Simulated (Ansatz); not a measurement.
The starting structures come from a database of crystals and need not be the phases stable at ambient conditions.

 Where the default PAW files enter, the runs use the earlier of Ansatz's two default sets.

By PBEsol, the system below comes out a metal.

Without scattering a metal conducts by its projected Fermi surface.

Input:

```yaml
crystal:
  lattice:
    - [4.86685, 0.00000, 0.00000]
    - [0.00000, 4.87132, 0.00000]
    - [0.00000, 2.43566, 1.40623]
  atoms:
    - { symbol: Al, position: [0.25000, 0.33333, 0.00000] }
    - { symbol: Al, position: [0.75000, 0.66667, 0.00000] }
```

Space group of this cell: P6_3/mmc, hcp (Mg type). The cell is taken as given; by PBEsol its mean pressure is -1.4 GPa.

The current flows along the normal of the first two printed cell vectors, the (110) plane of the conventional cell. No spin-orbit coupling; the value is a mean over 0.1 eV about the Fermi level.

Task: Estimate the ballistic conductance per area that PBEsol in Ansatz (a program for electronic structure) returns for this system.

Result: 1.5 × 10¹⁵ S/m² for both spins.
